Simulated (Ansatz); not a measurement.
The parent structure is Zr in the hcp (Mg type) structure (space group P6_3/mmc, No. 194; a = 3.244 Å, c = 5.158 Å; relaxed with 0.1 eV smearing). Axes: x lies along a and z along c of the hexagonal cell.

Computed with Ansatz (a program for electronic structure) r2SCAN, no spin-orbit coupling.

Base values:

The shortest interatomic distance comes out as 3.187 Å.

One thing is altered: the cell is compressed by 5.23 % along x with no lateral relaxation; the atoms relax in the strained cell.

**Question.** What does the calculation give for the stress, largest internal atomic displacement, energy relative to the base and shortest interatomic distance after the change?

**Answer.** The stress (xx, yy, zz, yz, xz, xy; compression positive) comes out as (8.3, 4.0, 3.5, 0.0, 0.0, 0.0) GPa; the largest internal atomic displacement is 0.072 Å; the energy increases by 32 meV/atom; the shortest interatomic distance drops by 0.1128 Å (3.187 Å → 3.075 Å).

Stability against distortions was not tested. All final runs are without spin polarisation.
